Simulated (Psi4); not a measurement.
Psi4 1.11, unrestricted PBE0/def2-svp: boron monoxide dimer anion (O=BB=O), charge -1, multiplicity 2, 4 atoms. The geometry is a generated start, not checked to be a minimum at this level.

```
Item                                  Value
--------------------------  ---------------
task                                 energy
method                                 pbe0
basis                              def2-svp
memory                                 3 GB
maxiter                                 100
keys of the molecule block      symmetry c1
scf_type                       df (default)
e_convergence               1e-06 (default)
d_convergence               1e-06 (default)
dft_radial_points              75 (default)
dft_spherical_points          302 (default)
basis functions                          56
grid points                           86243
```

```xyz
4

O     -1.9792    -0.0592    -0.2658
B     -0.8019    -0.0222    -0.1086
B      0.8021     0.0238     0.1085
O      1.9789     0.0576     0.2660
```

Charge -1 and multiplicity 2 are set for this test and not shown to be the ground state.

With the defaults (damping_percentage = 0, diis = true, scf_initial_accelerator = adiis, diis_max_vecs = 10, guess = auto, which took SAD) it converges in 10 SCF iterations. One run each on 2 threads, with these changes:
- guess = huckel
- diis_max_vecs = 3
- damping_percentage = 60, diis = false, scf_initial_accelerator = none
- damping_percentage = 60
- diis_max_vecs = 6
- diis_max_vecs = 20
- guess = sapgau
- damping_percentage = 20
- guess = sadno

Question: Which runs fail or end elsewhere than the default run?

Answer: No convergence: damping_percentage = 60; damping_percentage = 60, diis = false, scf_initial_accelerator = none (the run ends without SCF convergence in 100 iterations). The rest reach the solution of the defaults.

```
setting                                                                SCF iterations             end
---------------------------------------------------------------------  --------------  --------------
guess = huckel                                                                      9   same solution
the defaults                                                                       10   same solution
diis_max_vecs = 20                                                                 10   same solution
guess = sadno                                                                      10   same solution
guess = sapgau                                                                     10   same solution
diis_max_vecs = 6                                                                  10   same solution
diis_max_vecs = 3                                                                  12   same solution
damping_percentage = 20                                                            22   same solution
damping_percentage = 60                                                           100  no convergence
damping_percentage = 60, diis = false, scf_initial_accelerator = none             100  no convergence
```
